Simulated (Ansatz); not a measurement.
The parent structure is TaN in the rock salt structure (space group Fm-3m, No. 225; a = 4.3959 Å).

The values are results of r2SCAN (Ansatz, an electronic-structure program; PAW; 500 eV plane waves; no spin-orbit coupling), earlier PAW set, not measurements.

Base values:

The lattice parameter a is 4.396 Å.

The change: a hydrostatic pressure of 60 GPa.

### Question
Predict the new lattice parameter a.

### Answer
The lattice parameter a drops by 0.185 Å to 4.211 Å.

Load acts through the strain it causes; cell and atoms are relaxed under it. No phonon test of stability was made. No other phases were tried under pressure. All final runs are without spin polarisation. This is not the structure that TaN has at room temperature and ambient pressure.
